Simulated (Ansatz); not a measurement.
# Effect of uniaxial stress, 2 GPa tension along z on WSi2

Consider WSi2 (space group I4/mmm, No. 139; a = 3.2114 Å, c = 7.8048 Å; relaxed with 0.1 eV smearing). Axes: x, y, z lie along a, b, c of the conventional cell.

The change: uniaxial stress, 2 GPa tension along z; all other stress components relax to zero.

Method: r2SCAN, PAW, 500 eV (Ansatz, a quantum-chemistry and plane-wave program; no SOC). Γ-centred 25×25×25 mesh, Fermi–Dirac width 0.1 eV.

| quantity | base | changed | shift |
|---|---|---|---|
| volume per atom | 13.42 Å³ | 13.45 Å³ | +0.03 Å³ |
| space group | I4/mmm (No. 139) | I4/mmm (No. 139) | – |
| shortest interatomic distance | 2.578 Å | 2.587 Å | +0.009 Å |
| band gap | zero | zero | – |
| strain response (xx, yy, zz) | – | (−0.06, −0.06, +0.37) % | – |
| secant Young's modulus along z | – | 540 GPa | – |
| mean lateral Poisson ratio | – | 0.17 | – |

Final structure:

```
WSi2
1.0
   -1.60469     1.60469     3.91692
    1.60469    -1.60469     3.91692
    1.60469     1.60469    -3.91692
W Si
1 2
Direct
  0.00000   0.00000   0.00000
  0.33488   0.33488   0.00000
  0.66512   0.66512   0.00000
```

Beyond what the load breaks, stability against distortions was not tested. All final runs are without spin polarisation.
